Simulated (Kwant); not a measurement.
Device: zigzag germanene ribbon with Haldane second-neighbour hopping. 15 zigzag chains, bond 0.232 nm, hopping 1.3 eV, scattering region 12 nm long; sites with one neighbour are removed; energy swept from -0.33 to 0.33 eV from the neutrality point. Staggered potential ±Δ on the two sublattices, Δ = 0.07 eV. The real sheet's buckling is left out. Second-neighbour term iλ/(3√3) ν with λ = 0.13 eV, a model term that the material doesn't have.

Constants are typed, rounded textbook-type inputs, not results; the design itself was drawn at random and stands for no fabricated device.

Model: nearest-neighbour tight-binding model of a honeycomb sheet with an imaginary second-neighbour term, one spin, coherent transport at 0 K (Kwant). Conductance is in e²/h.

Problem. Is the sheet in its topological phase, how wide is its bulk gap, and what conductance is due inside it?

Solution. At the two valleys the masses are λ ± Δ = 0.200 and 0.0600 eV; the bulk gap is 2|λ − Δ| = 0.120 eV. λ > Δ, so the phase is topological, with edge channels that give G = 1. Simulated at 0.0220 eV: 1.00 e²/h.
